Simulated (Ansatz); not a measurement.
An Ansatz (a program for electronic structure) run: GaSb with a change (biaxial strain −1.00 %, plane normal [001], relaxed out of plane); r2SCAN/PAW in Ansatz, spin-orbit coupling left out.

Input:

Ansatz 0.2 input:
```yaml
crystal:
  lattice:
    - [4.2928744334, 0, 0]
    - [0, 4.2928744334, 0]
    - [2.1464372167, -2.1464372167, 3.0815133593]
  atoms:
    - { symbol: Ga, position: [0, 0, 0] }
    - { symbol: Sb, position: [0.75, 0.75, 0.5] }
basis: { ecutwfc: 500, ecutrho_ratio: 4, xc_grid: 4, fft_grid_basis: typed }
kpoints: { mp_grid: { grid: [13, 13, 13] } }
hamiltonian:
  xc: r2scan
  dispersion: none
  pseudopotentials: { kind: paw }
scf: { occupations: { method: fermi_dirac, width: 0.05 } }
relax: { f_tol: 0.005, max_steps: 50, cell: { stress_tol: 0.01, fix: [a, b, gamma] } }
output: { forces: true, stress: true }
checkpoint: { write: state.ck, write_every: 1000 }
```

Output (explanatory and most iteration lines left out):

```
Relaxation: its limit of steps is 50 (relax.max_steps)
Pseudopotential: Ga, paw, valence charge 13
Pseudopotential: Sb, paw, valence charge 15
Crystal: 2 atoms, lattice volume = 56.789 Å³
Basis set: ecut = 500 eV, 1443 PW (Γ), exchange–correlation on 128×128×128 points (64 copies of the dense FFT grid, shifted against one another)
Bands: 18, of which v1, the nominal top of the filled ones, is band 14 counted from 1 (13 counted from 0)
Symmetry: 8 space group operations
Space group: I-4m2 (ITA 119), of the structure as read, at distance tolerance 3.8e-5 Å
k-points: 196 of 2197 (time reversal used)
Functional: x = r2scan, c = r2scan; τ floored in thin density (d = 2e-4 eV/Å³)
SCF iter   1: F=—  HF=-10289.854543 eV  |F-HF|=—  |Δ(HF+E_count)|=         —  Δρ=7.61e-3  dr2=1.46e-2  dr2_τ=3.32e-3  ethr=1.77e-3  ⟨swp⟩=6.0  Hψ=18475  notcnv=0
SCF iter   2: F=—  HF=-10289.862865 eV  |F-HF|=—  |Δ(HF+E_count)|=   8.32e-3  Δρ=1.97e-3  dr2=1.92e-3  dr2_τ=3.83e-5  ethr=5.22e-5  ⟨swp⟩=2.0  Hψ=7647  notcnv=0
SCF 1 converged in 6 iterations: F = -10289.862399 eV  dr2 = 1.59e-8
relax step   1: F+E_penalty+E_count = -10289.86239931 eV  Δ(F+E_penalty+E_count) = +0.000e0 eV  max|allowed force component| = 1.023e-16 eV/Å  Δτ_max = 0.0000 Å  P = +0.841 GPa  Ω = 56.789 Å³  fix = [a, b, gamma]  reactions: a +1.098, b +1.098 GPa  (6 SCF iters, dr2 threshold 1.00e-7 eV, accepted)
[... steps on the carried basis left out ...]
relax step   3: F+E_penalty+E_count = -10289.86256665 eV  Δ(F+E_penalty+E_count) = -2.246e-5 eV  max|allowed force component| = 1.579e-16 eV/Å  Δτ_max = 0.0000 Å  P = +0.638 GPa  Ω = 56.990 Å³  energy of the carried Pulay correction = -3.866e-5 eV  fix = [a, b, gamma]  reactions: a +0.958, b +0.958 GPa  (4 SCF iters, dr2 threshold 1.66e-8 eV, accepted)
Crystal: 2 atoms, lattice volume = 56.990 Å³
SCF iter   1: F=—  HF=-10289.862603 eV  |F-HF|=—  |Δ(HF+E_count)|=         —  Δρ=2.13e-5  dr2=7.34e-9  dr2_τ=5.55e-9  ethr=3.09e-7  ⟨swp⟩=3.0  Hψ=27403  notcnv=0
SCF iter   2: F=—  HF=-10289.862606 eV  |F-HF|=—  |Δ(HF+E_count)|=   3.13e-6  Δρ=1.12e-5  dr2=7.50e-9  dr2_τ=1.30e-8  ethr=2.62e-11  ⟨swp⟩=3.0  Hψ=7240  notcnv=0
SCF 4 converged in 6 iterations: F = -10289.862606 eV  dr2 = 3.22e-13
SCF converged after 6 iterations
Free energy (F): -10289.862606 eV
Internal energy: -10289.862593 eV  (E = F + TS)
E sigma→0 (E₀):  -10289.862600 eV
Entropy (-TS):   -0.000013 eV (-0.006 meV/atom)
Fermi energy:    7.878640 eV
--- Forces (eV/Å), atoms counted from 1 ---
  atom   1  Ga    -0.00000000     0.00000000    -0.00000000
  atom   2  Sb     0.00000000    -0.00000000     0.00000000
--- Stress (GPa, compression-positive) ---
        0.958054       0.000000       0.000000
        0.000000       0.958054      -0.000000
        0.000000      -0.000000       0.000867
  P = ⅓ Tr σ = 0.6390 GPa (6.390 kbar)
--- Relaxed structure (3 steps of the walk, 3 accepted, 1 SCFs on fresh bases) ---
  cell:  # Å, volume = 56.9905 Å³
    - [4.2928744334, 1.1286035722079005e-96, -4.237834115046158e-19]
    - [1.1286035722079005e-96, 4.2928744334, -6.076502039659611e-33]
    - [2.1464372167, -2.1464372167, 3.0924733348071545]
  atoms:
    - { symbol: Ga, position: [1.0500314298027384e-34, -1.0500314298027384e-34, 5.078083062959996e-34] }
    - { symbol: Sb, position: [0.75, 0.75, 0.5] }
```

Spin-orbit coupling, missing from the scalar runs, can matter with Sb. No phonon test of stability was made. The cell was made from GaSb in the zinc blende structure (space group F-43m, No. 216) by this change: biaxial strain −1.00 %, plane normal [001], relaxed out of plane.
